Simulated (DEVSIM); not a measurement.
Device: Pt/SiO2/p-Si capacitor, at 300 K.

| layer (left to right) | material | thickness (nm) | Na (cm⁻³) |
|---|---|---|---|
| 1 | SiO2 | 1.90 | - |
| 2 | Si | 3300 | 3e16 |

Metal gate on the left, work function 5.6 eV. Fixed charge at the semiconductor interface 0 cm⁻² (in units of +e); no interface traps.

This is a model device: material constants are rounded textbook-type values typed into the input, and sizes, dopings and lifetimes were drawn at random. Values at 300 K.

```
parameter      SiO2       Si
-------------  ----  -------
gap (eV)          9    1.124
affinity (eV)   0.9     4.05
permittivity    3.9     11.7
Nc (cm⁻³)         -  2.86e19
Nv (cm⁻³)         -   3.1e19
```

Model (solved in DEVSIM): 1D Poisson equation in equilibrium, Boltzmann statistics, complete ionisation; no quantum confinement or tunnelling. Metal contacts follow the ideal Schottky-Mott rule: no Fermi-level pinning, no interface dipoles.

### Question
Tabulate band edges, carrier densities and field at 1.1 V on the gate.

### Answer
Energies count from the Fermi level of the right contact; mesh points crowd at the junctions.

```tsv
x (μm)	Ec (eV)	Ev (eV)	n (cm⁻³)	p (cm⁻³)	field (V/cm)
0.000	3.600	-5.400	< 1e2	< 1e2	190000
0.0007680	3.615	-5.385	< 1e2	< 1e2	190000
0.001457	3.628	-5.372	< 1e2	< 1e2	190000
0.002314	0.489	-0.635	1.8e11	6.6e8	63000
0.004805	0.504	-0.620	9.7e10	1.2e9	62000
0.009021	0.530	-0.594	3.6e10	3.2e9	60000
0.01761	0.580	-0.544	5.2e9	2.2e10	56000
0.04429	0.713	-0.411	3.0e7	3.9e12	44000
0.08946	0.863	-0.261	90000	1.3e15	23000
0.1814	0.942	-0.182	4300	2.7e16	1100
0.3688	0.945	-0.179	3900	3.0e16	≈ 0
0.9839	0.945	-0.179	3900	3.0e16	≈ 0
1.909	0.945	-0.179	3900	3.0e16	≈ 0
2.619	0.945	-0.179	3900	3.0e16	≈ 0
3.038	0.945	-0.179	3900	3.0e16	≈ 0
3.173	0.945	-0.179	3900	3.0e16	≈ 0
3.239	0.945	-0.179	3900	3.0e16	≈ 0
3.272	0.945	-0.179	3900	3.0e16	≈ 0
3.291	0.945	-0.179	3900	3.0e16	≈ 0
3.297	0.945	-0.179	3900	3.0e16	≈ 0
3.300	0.945	-0.179	3900	3.0e16	≈ 0
3.302	0.945	-0.179	3900	3.0e16	≈ 0
```
